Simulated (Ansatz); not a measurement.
**Pd (Im-3m, No. 229, 1 atom in the cell; start mp-2646977; another form than the element's usual one): bulk modulus by level of theory**

No measured value is used here.

Problem. Put these levels in order of the bulk modulus that they give for Pd (Im-3m, No. 229, 1 atom in the cell; start mp-2646977; another form than the element's usual one), smallest first: LDA (Ansatz, a program for electronic structure), PBEsol (Ansatz), r²SCAN (Ansatz).

Solution. r²SCAN (181 GPa), PBEsol (200 GPa), LDA (222 GPa)

Unless a cell is named, each level is at its own relaxed cell (LDA 14.26, PBEsol 14.67, r²SCAN 15.04 Å³/atom).

The crystal itself was run without spin with r²SCAN, PBEsol, LDA; a magnetic state was not tried in these runs. r²SCAN, PBEsol, LDA: the bulk modulus is −V dP/dV from two relaxed cells at ±2 % in volume. r²SCAN, PBEsol, LDA: the relaxation could not lower the start's symmetry, so the cell can be a saddle point above a distorted one. Each level is taken at its own relaxed cell. Cutoffs differ between the levels. Ansatz's density-functional and Hartree–Fock values are scalar-relativistic unless marked +SOC, with PAW data made under PBE.

A start named mp-… is a Materials Project structure, which need not be a measured phase.
